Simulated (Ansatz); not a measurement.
Consider GaN in the wurtzite structure (space group P6_3mc, No. 186; a = 3.183 Å, c = 5.184 Å).

One thing is altered: Al takes the place of Ga on all its sites; the structure is relaxed again.

Levels (all Ansatz, a quantum-chemistry and plane-wave program, PAW): r2SCAN (500 eV, without spin-orbit coupling); HSE06 (420 eV, spin-orbit coupling left out).

The geometry is relaxed with r2SCAN.

* **r2SCAN lowest conduction level above the VBM at special points**: Γ 4.88 eV; K 5.70 eV; L 6.00 eV

With HSE06 at the same geometry, the lowest conduction level above the VBM at special points goes from Γ 4.88 eV; K 5.70 eV; L 6.00 eV to Γ 5.60 eV; K 6.34 eV; L 6.67 eV.

Single points use the geometry relaxed with r2SCAN. The levels and masses belong to the bands next to the band gap. Whether these cells are dynamically stable was not tested.
